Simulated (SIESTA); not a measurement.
**SIESTA run on CaSnF4 (P4/mmm, 6 atoms in the cell): self-consistent single point**

Method: LDA PW92, numerical atomic orbitals DZP, PseudoDojo LDA standard norm-conserving potentials (rewritten from UPF to PSML) in SIESTA.

Input as run:

```
# files in the folder: Ca.psml Sn.psml F.psml (PseudoDojo LDA standard)
SystemName  CaSnF4
SystemLabel CaSnF4

NumberOfAtoms                6
NumberOfSpecies              3
%block ChemicalSpeciesLabel
  1 20 Ca
  2 50 Sn
  3 9 F
%endblock ChemicalSpeciesLabel
LatticeConstant              1.0 Ang
%block LatticeVectors
     4.004550000    0.000000000    0.000000000
     0.000000000    4.004550000    0.000000000
     0.000000000    0.000000000    5.780470000
%endblock LatticeVectors
AtomicCoordinatesFormat      Fractional
%block AtomicCoordinatesAndAtomicSpecies
     0.000000000    0.000000000    0.500000000  1
     0.500000000    0.500000000    0.000000000  2
     0.500000000    0.000000000    0.265740000  3
     0.500000000    0.000000000    0.734260000  3
     0.000000000    0.500000000    0.265740000  3
     0.000000000    0.500000000    0.734260000  3
%endblock AtomicCoordinatesAndAtomicSpecies

XC.functional                LDA
XC.authors                   PW92
PAO.BasisSize                DZP
PAO.EnergyShift              0.01 Ry
MeshCutoff                   350 Ry
%block kgrid.MonkhorstPack
    8   0   0  0.0
    0   8   0  0.0
    0   0   5  0.0
%endblock kgrid.MonkhorstPack
OccupationFunction           FD
ElectronicTemperature        10.0 meV

MaxSCFIterations             150
SCF.Mixer.Method             Broyden
SCF.Mixer.Weight             0.25
SCF.Mixer.History            6
SCF.DM.Tolerance             1.0E-04
Diag.ParallelOverK           true
WriteForces                  true
```

Output, abridged:

```
reinit: Reading from file input.fdf

reinit: System Name: CaSnF4
reinit: System Label: CaSnF4

coor:   Atomic-coordinates input format  =     Fractional

siesta: Atomic coordinates (Bohr) and species
siesta:      0.00000   0.00000   5.46175  1        1
siesta:      3.78375   3.78375   0.00000  2        2
siesta:      3.78375   0.00000   2.90281  3        3
siesta:      3.78375   0.00000   8.02069  3        4
siesta:      0.00000   3.78375   2.90281  3        5
siesta:      0.00000   3.78375   8.02069  3        6

siesta: System type = bulk

initatomlists: Number of atoms, orbitals, and projectors:      6    79    88

siesta: ******************** Simulation parameters ****************************
redata: Spin configuration                          = none
redata: Time-Reversal Symmetry                      = T
redata: Number of Atomic Species                    =        3
redata: Mesh Cutoff                                 =   350.0000 Ry
redata: Net charge of the system                    =     0.0000 |e|
redata: Min. number of SCF Iter                     =        0
redata: Max. number of SCF Iter                     =      150
redata: SCF convergence failure will abort job
redata: SCF mix quantity                            = Hamiltonian
redata: Mix DM or H after convergence               =   F
redata: Recompute H after scf cycle                 =   F
redata: Mix DM in first SCF step                    =   T
redata: No kicks to SCF
redata: DM Mixing Weight for Kicks                  =     0.5000
redata: Require Harris convergence for SCF          =   F
redata: Harris energy tolerance for SCF             =     0.000100 eV
redata: Require DM convergence for SCF              =   T
redata: DM tolerance for SCF                        =     0.000100
redata: Require EDM convergence for SCF             =   F
redata: EDM tolerance for SCF                       =     0.001000 eV
redata: Require H convergence for SCF               =   T
redata: Hamiltonian tolerance for SCF               =     0.001000 eV
redata: Require (free) Energy convergence for SCF   =   F
redata: (free) Energy tolerance for SCF             =     0.000100 eV
redata: Using DFT-D3 dispersion                     =   F
redata: Using Saved Data (generic)                  =   F
redata: Method of Calculation                       = Diagonalization
redata: Electronic Temperature                      =   116.0452 K
redata: Number of TDED substeps                     =        3
redata: Dynamics option                             = Single-point calculation
redata: Save all siesta data in one NC              =   F
redata: ***********************************************************************

%block SCF.Mixers
  Broyden
%endblock SCF.Mixers

%block SCF.Mixer.Broyden
  # Mixing method
  method broyden

  # Mixing options
  weight 0.2500
  weight.linear 0.2500
  weight.prime 0.2500
  history 6
%endblock SCF.Mixer.Broyden

DM_history_depth set to one: no extrapolation allowed by default for geometry relaxation
Size of DM history Fstack: 1
Total number of electrons:    52.000000
Total ionic charge:    52.000000

* ProcessorY, Blocksize:    1  64

* Orbital distribution balance (max,min):    79    79

k-point displ. along   1 input, could be:     0.00    0.50
k-point displ. along   2 input, could be:     0.00    0.50
 Kpoints in:          192 . Kpoints trimmed:          168

siesta: k-grid: Number of k-points = 168
siesta: k-points from Monkhorst-Pack grid
siesta: k-cutoff (effective) =    14.451 Ang
siesta: k-point supercell and displacements
siesta: k-grid:     8     0     0      0.000
siesta: k-grid:     0     8     0      0.000
siesta: k-grid:     0     0     5      0.000

diag: Algorithm                                     = D&C
diag: Parallel over k                               =   F
diag: Use parallel 2D distribution                  =   F
diag: Parallel block-size                           = 64
diag: Parallel distribution                         =     1 x     1
diag: Used triangular part                          = Lower
diag: Absolute tolerance                            =  0.100E-15
diag: Orthogonalization factor                      =  0.100E-05
diag: Memory factor                                 =  1.0000

superc: Internal auxiliary supercell:     5 x     5 x     5  =     125
superc: Number of atoms, orbitals, and projectors:    750   9875  11000

                        Single-point calculation

superc: Internal auxiliary supercell:     5 x     5 x     5  =     125
superc: Number of atoms, orbitals, and projectors:    750   9875  11000

outcell: Unit cell vectors (Ang):
        4.004550    0.000000    0.000000
        0.000000    4.004550    0.000000
        0.000000    0.000000    5.780470

outcell: Cell vector modules (Ang)   :    4.004550    4.004550    5.780470
outcell: Cell angles (23,13,12) (deg):     90.0000     90.0000     90.0000
outcell: Cell volume (Ang**3)        :     92.6980
new_DM -- step:     1
Initializing Density Matrix...

Attempting to read DM from file... Failed...
DM filled with atomic data:

InitMesh: MESH = 48 x 48 x 72 = 165888
InitMesh: Mesh cutoff (required, used) =   350.000   397.079 Ry

stepf: Fermi-Dirac step function

        iscf     Eharris(eV)        E_KS(eV)     FreeEng(eV)     dDmax    Ef(eV) dHmax(eV)
   scf:    1    -5875.877666    -5868.409446    -5868.409446  1.423639 -5.144117  5.936581
   scf:    2    -5871.219083    -5870.063040    -5870.063040  0.078850 -5.510312  3.167304
   scf:    3    -5870.450492    -5870.337197    -5870.337197  0.038487 -5.925189  0.990633
   scf:    4    -5870.379709    -5870.363450    -5870.363450  0.031353 -3.831405  0.185747
   scf:    5    -5870.360794    -5870.364145    -5870.364145  0.009092 -3.919696  0.118305
   scf:    6    -5870.365666    -5870.365683    -5870.365683  0.004303 -3.939468  0.031186
   scf:    7    -5870.365749    -5870.365717    -5870.365717  0.000433 -3.936688  0.023288
   scf:    8    -5870.365780    -5870.365767    -5870.365767  0.000755 -3.934159  0.001350
   scf:    9    -5870.365768    -5870.365768    -5870.365768  0.000087 -3.934168  0.000379

SCF Convergence by DM+H criterion
max |DM_out - DM_in|         :     0.0000870484
max |H_out - H_in|      (eV) :     0.0003787892
SCF cycle converged after 9 iterations

Using DM_out to compute the final energy and forces

siesta: E_KS(eV) =            -5870.3658

siesta: E_KS - E_eggbox =     -5870.3658

siesta: Atomic forces (eV/Ang):
     1    0.000000   -0.000000   -0.000000
     2   -0.000000    0.000000   -0.000000
     3   -0.000000   -0.000000   -0.171774
     4    0.000000   -0.000000    0.171774
     5    0.000000   -0.000000   -0.171774
     6   -0.000000    0.000000    0.171774
   Tot    0.000000    0.000000   -0.000000
   Max    0.171774
   Res    0.080975    sqrt( Sum f_i^2 / 3N )
   Max    0.171774    constrained

Stress tensor Voigt[x,y,z,yz,xz,xy] (kbar):       89.62       89.62      101.60        0.00        0.00        0.00
(Free)E + p*V (eV/cell)    -5875.7819
Target enthalpy (eV/cell)    -5870.3658

siesta: Program's energy decomposition (eV):
siesta: Ebs     =      -992.642420
siesta: Eions   =      8357.685812
siesta: Ena     =      1256.358784
siesta: Ekin    =      3396.953172
siesta: Enl     =      -818.005884
siesta: Eso     =         0.000000
siesta: Edftu   =         0.000000
siesta: DEna    =        26.902305
siesta: DUscf   =         1.474265
siesta: DUext   =         0.000000
siesta: Ex      =     -1254.636647
siesta: Ec      =      -121.725951
siesta: Exc     =     -1376.362597
siesta: Eharris =     -5870.365768
siesta: Etot    =     -5870.365768
siesta: FreeEng =     -5870.365768

siesta: Atomic forces (eV/Ang):
siesta:      1    0.000000   -0.000000   -0.000000
siesta:      2   -0.000000    0.000000   -0.000000
siesta:      3   -0.000000   -0.000000   -0.171774
siesta:      4    0.000000   -0.000000    0.171774
siesta:      5    0.000000   -0.000000   -0.171774
siesta:      6   -0.000000    0.000000    0.171774
siesta: ----------------------------------------
siesta:    Tot    0.000000    0.000000   -0.000000

siesta: Stress tensor (static) (eV/Ang**3):
siesta:     0.055936    0.000000    0.000000
siesta:     0.000000    0.055936   -0.000000
siesta:     0.000000    0.000000    0.063412

siesta: Cell volume =         92.698049 Ang**3

siesta: Pressure (static):
siesta:                Solid            Molecule  Units
siesta:          -0.00063636         -0.00067280  Ry/Bohr**3
siesta:          -0.05842773         -0.06177342  eV/Ang**3
siesta:         -93.61153596        -98.97193175  kBar
```

The run converged in 9 iterations.

The starting cell comes from a database of computed structures (which also holds hypothetical and non-ambient phases and stackings), without a prior relaxation at this level. Values carry the incompleteness of an atom-centred basis. With a pressure of about -9 GPa the cell is away from its equilibrium volume at this level.

Cost on one core of a shared machine: roughly 50 s.
